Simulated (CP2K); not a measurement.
# Input and output of a self-consistent single point for Tl (Im-3m, 1 atom in the cell) (CP2K)

Method of the run: CP2K with LDA (Pade form), GPW, DZVP-MOLOPT-SR-GTH basis, GTH-PADE potentials (GTH_POTENTIALS).

Input as run:

```
&GLOBAL
  PROJECT scf
  RUN_TYPE ENERGY_FORCE
  PRINT_LEVEL LOW
&END GLOBAL
&FORCE_EVAL
  METHOD Quickstep
  STRESS_TENSOR ANALYTICAL
  &DFT
    BASIS_SET_FILE_NAME BASIS_MOLOPT
    POTENTIAL_FILE_NAME GTH_POTENTIALS
    &QS
      METHOD GPW
      EPS_DEFAULT 1E-10
    &END QS
    &MGRID
      CUTOFF 500
      REL_CUTOFF 50
      NGRIDS 5
    &END MGRID
    &SCF
      SCF_GUESS ATOMIC
      EPS_SCF 1E-6
      MAX_SCF 100
      ADDED_MOS 4
      &DIAGONALIZATION
        ALGORITHM STANDARD
      &END DIAGONALIZATION
      &MIXING
        METHOD BROYDEN_MIXING
        ALPHA 0.2
        NBUFFER 12
      &END MIXING
      &SMEAR ON
        METHOD GAUSSIAN
        SIGMA [eV] 0.1
      &END SMEAR
    &END SCF
    &KPOINTS
      SCHEME MONKHORST-PACK 6 6 6
      GAMMA_CENTERED T
    &END KPOINTS
    &XC
      &XC_FUNCTIONAL PADE
      &END XC_FUNCTIONAL
    &END XC
    &PRINT
      &MO
        EIGENVALUES T
        OCCUPATION_NUMBERS T
        NDIGITS 8
        FILENAME mo
        &EACH
          QS_SCF 0
        &END EACH
        ADD_LAST NUMERIC
      &END MO
      &MULLIKEN OFF
      &END MULLIKEN
    &END PRINT
  &END DFT
  &SUBSYS
    &CELL
      A 3.37094300 0.00000000 0.00000000
      B -1.12364800 3.17815600 0.00000000
      C -1.12364800 -1.58907800 2.75236400
      PERIODIC XYZ
    &END CELL
    &COORD
      Tl       0.00000000     0.00000000     0.00000000
    &END COORD
    &KIND Tl
      BASIS_SET DZVP-MOLOPT-SR-GTH-q13
      POTENTIAL GTH-PADE-q13
    &END KIND
  &END SUBSYS
  &PRINT
    &FORCES ON
    &END FORCES
    &STRESS_TENSOR ON
    &END STRESS_TENSOR
  &END PRINT
&END FORCE_EVAL
```

The program printed (abridged):

```
 GLOBAL| Method name                                                        CP2K
 GLOBAL| Project name                                                        scf
 GLOBAL| Run type                                                   ENERGY_FORCE

 TOTAL NUMBERS AND MAXIMUM NUMBERS

  Total number of            - Atomic kinds:                                   1
                             - Atoms:                                          1
                             - Shell sets:                                     1
                             - Shells:                                         7
                             - Primitive Cartesian functions:                  6
                             - Cartesian basis functions:                     30
                             - Spherical basis functions:                     25

  Maximum angular momentum of- Orbital basis functions:                        3
                             - Local part of the GTH pseudopotential:          0
                             - Non-local part of the GTH pseudopotential:      4

 SCF PARAMETERS         Density guess:                                    ATOMIC
                        max_scf:                                             100
                        max_diis:                                              4
                        eps_scf:                                        1.00E-06
                        eps_diis:                                       1.00E-01
                        eps_eigval:                                     1.00E-05
                        level_shift [a.u.]:                             0.000000
                        added MOs                                         4    0
                        Mixing method:                            BROYDEN_MIXING
                                                charge density mixing in g-space
                        Smear method:                                   GAUSSIAN
                        Smearing width (sigma) [a.u.]:                  3.67E-03
                        Accuracy threshold:                             1.00E-10
                        No outer SCF

 Extrapolation method: initial_guess

 Number of electrons:                                                         13
 Number of occupied orbitals:                                                  7
 Number of molecular orbitals:                                                11

 Number of orbital functions:                                                 25
 Number of independent orbital functions:                                     25

 SCF WAVEFUNCTION OPTIMIZATION

  Step     Update method      Time    Convergence         Total energy    Change
     1 NoMix/Diag. 0.20E+00      -     0.49956169       -50.0400026145 -5.00E+01
     2 Broy./Diag. 0.20E+00      -     0.01439119       -50.3036847129 -2.64E-01
     3 Broy./Diag. 0.20E+00      -     0.03233319       -50.1049073911  1.99E-01
     4 Broy./Diag. 0.20E+00      -     0.00340212       -49.9865447815  1.18E-01
     5 Broy./Diag. 0.20E+00      -     0.00096651       -49.9918119849 -5.27E-03
     6 Broy./Diag. 0.20E+00      -     0.00001368       -49.9949385583 -3.13E-03
     7 Broy./Diag. 0.20E+00      -     0.00000887       -49.9950070477 -6.85E-05
     8 Broy./Diag. 0.20E+00      -     0.00000055       -49.9950069644  8.33E-08

  *** SCF run converged in     8 steps ***

  Electronic density on regular grids:        -12.9999999994        0.0000000006
  Core density on regular grids:               12.9999999986       -0.0000000014
  Total charge density on r-space grids:       -0.0000000008
  Total charge density g-space grids:          -0.0000000008

  Overlap energy of the core charge distribution:               0.00000000000003
  Self energy of the core charge distribution:                -86.68003601779165
  Core Hamiltonian energy:                                     25.26824468223507
  Hartree energy:                                              17.96043119784933
  Exchange-correlation energy:                                 -6.54339256217756
  Smearing free energy correction:                             -0.00025426442147
  Fermi energy:                                                 0.23631120293482

  Total energy:                                               -49.99500696435944
  Total energy (extrapolated to sigma->0):                    -49.99487983214870

 ENERGY| Total FORCE_EVAL ( QS ) energy [hartree]            -49.995003360232410

 FORCES| Atomic forces [hartree/bohr]
 FORCES|   Atom     x               y               z               |f|
 FORCES|      1 -4.71507401E-15  2.45842199E-14  1.95900680E-15   2.51088331E-14
 FORCES| Sum    -4.71507401E-15  2.45842199E-14  1.95900680E-15
 FORCES| Total atomic force                                       2.51088331E-14

 STRESS| Analytical stress tensor [bar]
 STRESS|                        x                   y                   z
 STRESS|      x       -1.93634910273E+04  -1.42747794158E-01  -1.77065818934E-01
 STRESS|      y       -1.42747794158E-01  -1.93634154077E+04  -1.99212096749E-01
 STRESS|      z       -1.77065818934E-01  -1.99212096749E-01  -1.93636407564E+04
 STRESS| 1/3 Trace                                            -1.93635157305E+04
```

The run converged in 8 iterations.

The starting cell comes from a database of computed structures (which also holds hypothetical and non-ambient phases and stackings), without a prior relaxation at this level. Its lattice was rescaled by up to half a per cent. Values carry the incompleteness of an atom-centred basis.
